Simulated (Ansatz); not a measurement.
## TiB$_{2}$ (space group P6/mmm, No. 191)

```cif
data_B2Ti
_chemical_formula_sum 'Ti1 B2'
_space_group_name_H-M_alt 'P6/mmm'
_space_group_IT_number 191
_space_group_name_Hall '-P 6 2'
_cell_length_a 3.03184
_cell_length_b 3.03184
_cell_length_c 3.22428
_cell_angle_alpha 90.000
_cell_angle_beta 90.000
_cell_angle_gamma 120.000
loop_
_atom_site_label
_atom_site_type_symbol
_atom_site_symmetry_multiplicity
_atom_site_Wyckoff_symbol
_atom_site_fract_x
_atom_site_fract_y
_atom_site_fract_z
_atom_site_occupancy
Ti1 Ti 1 a 0.00000 0.00000 0.00000 1
B1 B 2 d 0.33333 0.66667 0.50000 1
```

Computed with PBE/PAW in Ansatz (an electronic-structure program), spin-orbit coupling left out, earlier PAW set. k-mesh 18×18×14 (Γ-centred); smearing 0.05 eV (Fermi–Dirac).

| Item | Value |
|---|---|
| Volume per atom | 8.56 Å³ |
| Density | 4.50 g/cm³ |
| Band gap | zero |
| Total energy | -938.233 eV/atom (σ→0; compares only within this code and set-up) |

No phonon test of stability was made. The final runs are not spin-polarised.
